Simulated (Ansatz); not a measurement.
**Ge (Ia-3, No. 206, 8 atoms in the cell; start mp-1080106; another form than the element's usual one)**

The numbers are results of LDA (Ansatz, a program for electronic structure, PAW), not measurements.

Run with plane-wave cutoff 520 eV, 12×12×12 k mesh, Fermi–Dirac smearing 0.05 eV, scalar-relativistic PAW data made under PBE.

Cell (relaxed at this level):

```xyz
8
Lattice="-3.4377 3.4377 3.4377 3.4377 -3.4377 3.4377 3.4377 3.4377 -3.4377" Properties=species:S:1:pos:R:3 pbc="T T T"
Ge     1.0171     4.4548    -1.0171
Ge    -1.0171     2.4207     1.0171
Ge     2.4207     2.4207     2.4207
Ge     1.0171     1.0171     1.0171
Ge     4.4548    -1.0171     1.0171
Ge     2.4207     1.0171    -1.0171
Ge    -1.0171     1.0171     4.4548
Ge     1.0171    -1.0171     2.4207
```

```yaml
band_gap: none
bulk_modulus: 69.3 GPa
```

Note: the relaxation could not lower the start's symmetry, so the cell can be a saddle point above a distorted one; the bulk modulus is −V dP/dV from two relaxed cells at ±2 % in volume.

Spin–orbit coupling is not included.

Computed values are for the static lattice.

A start named mp-… is a Materials Project structure, which need not be a measured phase.
